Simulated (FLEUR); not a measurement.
```yaml
crystal:
  lattice:
    - [4.44442, 0.00000, 0.00000]
    - [0.00000, 4.44442, 0.00000]
    - [0.00000, 0.00000, 2.89575]
  atoms:
    - { symbol: Mn, position: [0.00000, 0.00000, 0.00000], spin: 4.0 }
    - { symbol: Mn, position: [0.50000, 0.50000, 0.50000], spin: 4.0 }
    - { symbol: O, position: [0.30492, 0.30492, 0.00000] }
    - { symbol: O, position: [0.69508, 0.69508, 0.00000] }
    - { symbol: O, position: [0.19508, 0.80492, 0.50000] }
    - { symbol: O, position: [0.80492, 0.19508, 0.50000] }
```
(The spins are starting values, not results.)

Method of the run: FLEUR with PBEsol, all-electron FLAPW (FLEUR), scalar-relativistic valence.

The set-up and first iterations of a FLEUR log for MnO2 (P4_2/mnm, 6 atoms in the cell):

```
      Welcome to FLEUR        (www.flapw.de)
      MaX-Release 8.1          (www.max-centre.eu)

 ========== k-point set info ==========
 Selected k-point list: default-1
 k-point list type: mesh
 5 x 5 x 7
 Number of k points: 24

 ------------Calculation Setup---------------------------
           1           2           3           4           6           8          12          24
 Number of basis functions:          727
 Iteration:     1   Distance:      40.92130569 me/bohr^3
 Iteration:     2   Distance:      32.99504680 me/bohr^3
 Iteration:     3   Distance:      21.68222575 me/bohr^3
 Iteration:     4   Distance:      14.10651547 me/bohr^3
 Iteration:     5   Distance:      15.52141025 me/bohr^3
```

Q: Will this run converge, and how will it end?

A: The run converged in 25 iterations. Convergence of the loop says nothing yet on basis, mesh or lower states. It ends on: total energy -71161.3120 eV; Fermi level (on the code's own zero) 7.11 eV; size of the cell's spin moment 5.94 μB; site moments (μB, in the program's spheres or projections) Mn 2.69, Mn 2.69, O 0.06, O 0.06, O 0.06, O 0.06. The log goes on:

```
   [... 16 lines left out ...]
 Iteration:    22   Distance:       0.00010778 me/bohr^3
 Iteration:    23   Distance:       0.00010428 me/bohr^3
 Iteration:    24   Distance:       0.00001841 me/bohr^3
 Iteration:    25   Distance:       0.00000819 me/bohr^3
 Reset of history
 Run finished successfully
 Stop message:
   Structural relaxation: new displacements generated

[file out, last iteration]
             iter=     26
[...]
          total density-effective poten   -4.1394990828E+03
          total charge density-energy d   -1.3528568146E+02
 Updated energy parameters for spin:           1
 Updated energy parameters for spin:           2
[...]
 fermi energy and band-weighting factors:
    0.835644    0.838238

[...]
FERMIE:
          first approx. to ef    (T=0)  :   0.258362 htr   (energy of the highest occ. eigenvalue)
          number of occ. states  (T=0)  :       1297
          first approx. to seigv (T=0)  : -28.922935 htr
          sum of weights of occ. states :  54.005714
          sum of semicore charge        :   0.000000 e
          fermi energy=   0.26129 har   work function=  -7.11014 ev
          number of valence electrons=  54.00000
     band-weighting factor for spin=    1
     k-point=    1
   [... lines left out ...]
          total moment                 =     5.94294
 Direct bandgap for spin            1 :    4.1483291805488598E-003  Htr
 Direct bandgap for spin            2 :    1.9200298181814124E-002  Htr
 ---->    free energy=                     -2615.1299802711 htr
   [... lines left out ...]
SPIN-2 FORCE FOR ATOM TYPE=  2  X=  2.561   Y=  2.561   Z=  0.000      FX_SP = 0.004794 FY_SP = 0.004794 FZ_SP = 0.000000
 ***** TOTAL FORCES ON ATOMS *****
 TOTAL FORCE FOR ATOM TYPE=  1  X=  0.000   Y=  0.000   Z=  0.000
                       FX_TOT= 0.000000 FY_TOT= 0.000000 FZ_TOT= 0.000000
 TOTAL FORCE FOR ATOM TYPE=  2  X=  2.561   Y=  2.561   Z=  0.000
                       FX_TOT= 0.003091 FY_TOT= 0.003091 FZ_TOT= 0.000000
```

For comparison: a first run (DFT, PBE, all-electron FLAPW (FLEUR), scalar-relativistic valence) was changed to give this one (xcFunctional: pbe → PBEs), and from it to this one the size of the net moment stays at 0.99 μB/atom.

The starting cell comes from a database of computed structures (which also holds hypothetical and non-ambient phases and stackings), without a prior relaxation at this level. Its lattice was rescaled by a random factor within 2.5 % of one. The magnetic order is the one reached from the typed start; others were not searched systematically. Values depend on the basis (sphere radii, cutoffs, local orbitals), which need not be converged. The log's line on a gap gives a spacing of levels on this mesh, which the program prints for metals too.

FLEUR gives forces in its relaxation mode, with a further iteration, so its stop message speaks of a relaxation.

The run was DFT, PBEsol, all-electron FLAPW (FLEUR), scalar-relativistic valence. Main settings of its input:

- Kmax: 4.7 1/bohr
- GmaxXC: 14.1 1/bohr
- xcFunctional: PBEs
- jspins: 2
- l_soc: F
- mode: gauss
- fermiSmearingEnergy: 0.00999582 Htr
- mesh (inpgen div1-3): 5 5 7
- inpgen gamma flag: false
- Gmax: 14.1 1/bohr
- numbands: 0
- maxIterBroyd: 15
